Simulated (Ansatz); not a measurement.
Take CsSrF₃ in the cubic perovskite structure (space group Pm-3m, No. 221; a = 4.737 Å; a cell from a computed database, its experimental status unchecked) as the base. Axes: x, y, z lie along the cube axes.

Level of theory: PBEsol/PAW in Ansatz (a first-principles code), no SOC, earlier PAW set.

A first run, uniaxial strain ε_yy = +1.00 %, gives secant values C11 ≈ 91 GPa and C12 ≈ 17 GPa from its stress. A second run applies biaxial strain −1.13 %, plane normal [001], relaxed out of plane.

Task: What does linear elasticity predict for −ε⊥/ε∥ in the second run, and what does the run give?

Result: Linear elasticity: 2 C12/C11 = 0.37. The run gives 0.38; any difference comes from nonlinear terms at these strains and numerical noise.

Stability against distortions was not tested. Many cubic perovskites are stable only at high temperature; tilts and polar distortions were not tested.
